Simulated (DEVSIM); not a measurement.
Device: Al/SiO2/n-Si capacitor, at 300 K.

```
layer (left to right)  material  thickness (nm)  Nd (cm⁻³)
---------------------  --------  --------------  ---------
1                          SiO2            2.50          -
2                            Si            9900     3.4e15
```

Metal gate on the left, work function 4.1 eV. Fixed charge at the semiconductor interface 1.5e11 cm⁻² (in units of +e); no interface traps.

The device is made up for the run: typed textbook-type constants, with dimensions and the other settings drawn at random. Values at 300 K; Nc and Nv go as T^1.5, mobilities as T to minus their exponent, the gap by Varshni's rule with the affinity fixed.

| parameter | SiO2 | Si |
|---|---|---|
| gap (eV) | 9 | 1.124 |
| affinity (eV) | 0.9 | 4.05 |
| permittivity | 3.9 | 11.7 |
| Nc (cm⁻³) | - | 2.86e19 |
| Nv (cm⁻³) | - | 3.1e19 |
| Varshni α (eV/K) | - | 0.000473 |
| Varshni β (K) | - | 636 |

Model (solved in DEVSIM): 1D Poisson equation in equilibrium, Boltzmann statistics, complete ionisation; no quantum confinement or tunnelling. Metal contacts follow the ideal Schottky-Mott rule: no Fermi-level pinning, no interface dipoles.

Base results: threshold voltage (band bending 2φF) (V) -0.88; capacitance of the dielectric stack (μF/cm²) 1.38; flat-band voltage (V) -0.20; minimum of the low-frequency capacitance (μF/cm²) 0.0234.

### Question
What follows from this one change: fixed charge 1.5e+11 → -1.335e+12 cm^-2?

### Answer
threshold voltage (band bending 2φF) -0.88 → -0.70 V; capacitance of the dielectric stack little changed (1.38 μF/cm²); flat-band voltage -0.20 → -0.03 V; minimum of the low-frequency capacitance little changed (0.0232 μF/cm²).

### Question
What follows from this one change: temperature 300 → 250 K?

### Answer
threshold voltage (band bending 2φF) -0.88 → -0.93 V; capacitance of the dielectric stack little changed (1.38 μF/cm²); flat-band voltage -0.20 → -0.16 V; minimum of the low-frequency capacitance 0.0234 → 0.0214 μF/cm².

### Question
What follows from this one change: substrate doping 3.4e+15 → 1.7e+14 cm^-3?

### Answer
threshold voltage (band bending 2φF) -0.88 → -0.78 V; capacitance of the dielectric stack little changed (1.38 μF/cm²); flat-band voltage -0.20 → -0.28 V; minimum of the low-frequency capacitance 0.0234 → 0.00621 μF/cm².

### Question
What follows from this one change: SiO2 thickness 0.0025 → 0.0017 μm?

### Answer
threshold voltage (band bending 2φF) -0.88 → -0.86 V; capacitance of the dielectric stack 1.38 → 2.03 μF/cm²; flat-band voltage little changed (-0.20 V); minimum of the low-frequency capacitance 0.0234 → 0.0239 μF/cm².
